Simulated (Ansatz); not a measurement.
**Point defect P on the Al site in fcc Al**

Method: PBE, PAW (plane waves to 420 eV; Ansatz, an electronic-structure program). Cell and caveats: 108-site cell; 4×4×4 shifted k-points; start: the Al site; energies good to tenths of an eV; the relaxation kept the symmetry of the starting site.

Neighbours after relaxation, in Å: of the P atom: Al 2.84, Al 2.84, Al 2.84, Al 2.84, Al 2.84, Al 2.84, Al 2.84, Al 2.84 (the shell may go on).

Formation energies E_f are those of the neutral cell. Chemical conditions: impurity bounded by its compound with the host (Δμ(Al) = 0.00 eV, Δμ(P) = -1.26 eV, bounded by zinc-blende AlP; only phases computed here count, gases as isolated molecules at 0 K). Reference phases: Al: fcc Al, P: black phosphorus.

| charge | moment (μB) | point group | largest move off a lattice site (Å) | E_f, impurity bounded by its compound with the host (eV) |
|---|---|---|---|---|
| 0 | not spin-polarised | Oh | 0.02 | 1.64 |

Point groups are those of the whole cell at tolerances of 0.03 and 0.1 Å ("near" where only the looser one holds); none is given for unsettled states.

All states together cost around 4 core-minutes (rough).
